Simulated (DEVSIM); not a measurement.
abrupt In0.53Ga0.47As n-p junction

Device: abrupt In0.53Ga0.47As n-p junction, at 300 K.

```
layer (left to right)        material  thickness (μm)  Nd (cm⁻³)  Na (cm⁻³)  τn (s)  τp (s)
---------------------  --------------  --------------  ---------  ---------  ------  ------
1                      In0.53Ga0.47As            11.0     1.6e15          -  5.3e-9  5.3e-9
2                      In0.53Ga0.47As            1.80          -     1.8e16  5.3e-9  5.3e-9
```

Left contact: ohmic. Right contact: ohmic. Voltage is applied to the left contact. Recombination: SRH at mid-gap, Auger. Mobility is μmin + (μ − μmin)/(1 + (N/Nref)^α).

Constants are typed, rounded textbook-type inputs, not results; the design itself was drawn at random and stands for no fabricated device. Values at 300 K.

| parameter | In0.53Ga0.47As |
|---|---|
| gap (eV) | 0.74 |
| affinity (eV) | 4.51 |
| permittivity | 13.9 |
| Nc (cm⁻³) | 2.1e17 |
| Nv (cm⁻³) | 7.7e18 |
| μn (cm²/Vs) | 12000 |
| μp (cm²/Vs) | 300 |
| μn,min | 300 |
| μp,min | 10 |
| Nref,n | 1.3e17 |
| Nref,p | 4.9e17 |
| αn | 0.48 |
| αp | 0.4 |
| Cn (cm⁶/s) | 5e-29 |
| Cp (cm⁶/s) | 5e-29 |

Model (solved in DEVSIM): 1D drift-diffusion, Boltzmann statistics, complete ionisation; no tunnelling, impact ionisation, image-force lowering or self-heating.

The potential step across the device at zero bias comes out as 0.457 V and the largest field in the device at zero bias comes out as 13000 V/cm. The dark forward voltage at 1 A/cm² comes out as 0.299 V. The dark forward voltage at 100 A/cm² comes out as 0.457 V.

Dark reverse current:

```json
[
 {"V (V)": "0.04", "J (A/cm²)": "9.5e-5"},
 {"V (V)": "0.10", "J (A/cm²)": "0.00018"},
 {"V (V)": "0.20", "J (A/cm²)": "0.00028"},
 {"V (V)": "0.30", "J (A/cm²)": "0.00037"},
 {"V (V)": "0.40", "J (A/cm²)": "0.00045"},
 {"V (V)": "0.60", "J (A/cm²)": "0.00058"},
 {"V (V)": "0.80", "J (A/cm²)": "0.00071"},
 {"V (V)": "1.00", "J (A/cm²)": "0.00082"},
 {"V (V)": "1.30", "J (A/cm²)": "0.00096"},
 {"V (V)": "1.60", "J (A/cm²)": "0.0011"},
 {"V (V)": "2.00", "J (A/cm²)": "0.0013"}
]
```

Small-signal capacitance in reverse bias (quasi-static):

```json
[
 {"V (V)": "0.04", "C (nF/cm²)": "18.2"},
 {"V (V)": "0.1", "C (nF/cm²)": "17.0"},
 {"V (V)": "0.2", "C (nF/cm²)": "15.5"},
 {"V (V)": "0.3", "C (nF/cm²)": "14.4"},
 {"V (V)": "0.4", "C (nF/cm²)": "13.4"},
 {"V (V)": "0.6", "C (nF/cm²)": "12.0"},
 {"V (V)": "0.8", "C (nF/cm²)": "11.0"},
 {"V (V)": "1", "C (nF/cm²)": "10.2"},
 {"V (V)": "1.3", "C (nF/cm²)": "9.22"},
 {"V (V)": "1.6", "C (nF/cm²)": "8.50"},
 {"V (V)": "2", "C (nF/cm²)": "7.76"}
]
```
